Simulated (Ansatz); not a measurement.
The parent structure is Ge in the diamond structure (space group Fd-3m, No. 227; a = 5.674 Å). Axes: x, y, z lie along the cube axes.

Structures relaxed with Kohn–Sham DFT with the r2SCAN functional, run in Ansatz (an electronic-structure program) with PAW and 500 eV plane waves, no SOC.

Base:

Simulated powder pattern, Co Kα, λ = 1.79026 Å (kinematic, ideal powder, no thermal factors, no anomalous dispersion; the 14 strongest lines at most, above 2 %, up to 2θ = 90°):

```csv
2θ (°),I/Imax (%),hkl
31.71,100,(111)
53.00,72,(220)
63.09,43,(311)
78.25,12,(400)
86.88,19,(331)
```

Now apply this change: biaxial strain −0.83 %, plane normal [111], relaxed out of plane (Cartesian); in-plane vectors clamped, the third vector and the atoms free.

Where do the lines fall after the change?


Simulated powder pattern, Co Kα, λ = 1.79026 Å (kinematic, ideal powder, no thermal factors, no anomalous dispersion; the 14 strongest lines at most, above 2 %, up to 2θ = 90°):

```tsv
2θ (°)	I/Imax (%)	hkl
31.62	33	(111)
31.95	100	(1 1 -1)
53.05	49	(220)
53.48	48	(2 0 -2)
63.09	15	(311)
63.47	28	(3 1 -1)
63.66	14	(1 1 -3)
78.68	16	(400)
86.75	6.0	(331)
87.26	6.4	(3 3 -1)
87.77	12	(3 1 -3)
```

The indices refer to the base's conventional cell; one index is shown for lines that coincide. The space group is now R-3m (No. 166).

Whether these cells are dynamically stable was not tested.
